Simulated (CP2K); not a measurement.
Input and output of a self-consistent single point for LaCO (P1, 6 atoms in the cell) (CP2K).

Computed with PBEsol, GPW, DZVP-MOLOPT-SR-GTH basis, GTH-PBE potentials (GTH_POTENTIALS) run with CP2K.

```
LaCO
1.0
    4.07350     0.00000     0.00000
    2.09862     3.49130     0.00000
   -0.59210    -0.33492     7.33580
La C O
2 2 2
Direct
  0.29923   0.31601   0.28671
  0.69129   0.68242   0.70034
  0.00875   0.07701   0.93024
  0.97652   0.94698   0.07711
  0.68846   0.63370   0.37537
  0.33576   0.34388   0.63024
```

Reference input (self-consistent single point, DFT LDA (Pade form), GPW, DZVP-MOLOPT-SR-GTH basis, GTH-PADE potentials (GTH_POTENTIALS)): CUTOFF = 500 Ry; REL_CUTOFF = 40 Ry; KPOINTS/SCHEME = MONKHORST-PACK 6 6 3; GAMMA_CENTERED = T; XC_FUNCTIONAL = PADE; La/BASIS_SET = DZVP-MOLOPT-SR-GTH-q11; La/POTENTIAL = GTH-PADE-q11; C/BASIS_SET = DZVP-MOLOPT-SR-GTH-q4; C/POTENTIAL = GTH-PADE-q4; O/BASIS_SET = DZVP-MOLOPT-SR-GTH-q6; O/POTENTIAL = GTH-PADE-q6; METHOD = GPW. This run's input differs from it in these lines:

```diff
@@ -41,3 +41,6 @@
     &XC
-      &XC_FUNCTIONAL PADE
+      &XC_FUNCTIONAL
+        &PBE
+          PARAMETRIZATION PBESOL
+        &END PBE
       &END XC_FUNCTIONAL
@@ -75,3 +78,3 @@
       BASIS_SET DZVP-MOLOPT-SR-GTH-q11
-      POTENTIAL GTH-PADE-q11
+      POTENTIAL GTH-PBE-q11
     &END KIND
@@ -79,3 +82,3 @@
       BASIS_SET DZVP-MOLOPT-SR-GTH-q4
-      POTENTIAL GTH-PADE-q4
+      POTENTIAL GTH-PBE-q4
     &END KIND
@@ -83,3 +86,3 @@
       BASIS_SET DZVP-MOLOPT-SR-GTH-q6
-      POTENTIAL GTH-PADE-q6
+      POTENTIAL GTH-PBE-q6
     &END KIND
```

The program printed (abridged):

```
 SCF WAVEFUNCTION OPTIMIZATION

  Step     Update method      Time    Convergence         Total energy    Change
     1 NoMix/Diag. 0.40E+00      -     1.23489461      -106.9925069448 -1.07E+02
     2 Broy./Diag. 0.40E+00      -     0.23482993      -103.0120537856  3.98E+00
     3 Broy./Diag. 0.40E+00      -     0.12602717      -105.8021645007 -2.79E+00
     4 Broy./Diag. 0.40E+00      -     0.01969681      -106.5459111375 -7.44E-01
     5 Broy./Diag. 0.40E+00      -     0.03116236      -106.4619956363  8.39E-02
     6 Broy./Diag. 0.40E+00      -     0.00750519      -106.7209930457 -2.59E-01
   [... 9 lines left out ...]
    16 Broy./Diag. 0.40E+00      -     0.00000715      -106.8223627794  4.20E-05
    17 Broy./Diag. 0.40E+00      -     0.00000441      -106.8223398954  2.29E-05
    18 Broy./Diag. 0.40E+00      -     0.00000156      -106.8223474797 -7.58E-06
    19 Broy./Diag. 0.40E+00      -     0.00000064      -106.8223559709 -8.49E-06
  *** SCF run converged in    19 steps ***

  Overlap energy of the core charge distribution:               0.00000249696974
  Self energy of the core charge distribution:               -237.32418629055343
  Core Hamiltonian energy:                                     56.86073015879153
  Hartree energy:                                              92.63739138772429
  Exchange-correlation energy:                                -18.99629372384398

  Total energy:                                              -106.82235597091187

                     Mulliken Population Analysis

 #  Atom  Element  Kind  Atomic population                           Net charge
       1     La       1         10.209386                              0.790614
       2     La       1         10.189931                              0.810069
   [... lines left out ...]

 STRESS| Analytical stress tensor [bar]
 STRESS|                        x                   y                   z
 STRESS|      x       -1.35473650398E+04  -1.89230987327E+04   7.37487119930E+03
 STRESS|      y       -1.89230987327E+04  -1.48609234713E+04   3.14554715862E+03
 STRESS|      z        7.37487119930E+03   3.14554715862E+03  -3.70835689935E+04
 STRESS| 1/3 Trace                                            -2.18306191682E+04
```

The run converged in 19 iterations. Against the reference run the pressure goes from -5.67 to -2.18 GPa, the largest force goes from 2.316 to 1.529 eV/Å and the gap on the mesh moves little (2.721 to 2.727 eV).

The starting cell comes from a database of computed structures (which also holds hypothetical and non-ambient phases and stackings), without a prior relaxation at this level. Its atoms were displaced at random from the sites of space group no. 12. Values carry the incompleteness of an atom-centred basis. The potentials were made for another functional than the one used. Forces in this geometry exceed 1 eV/Å.

Cost on one core of a shared machine: roughly 2 min.
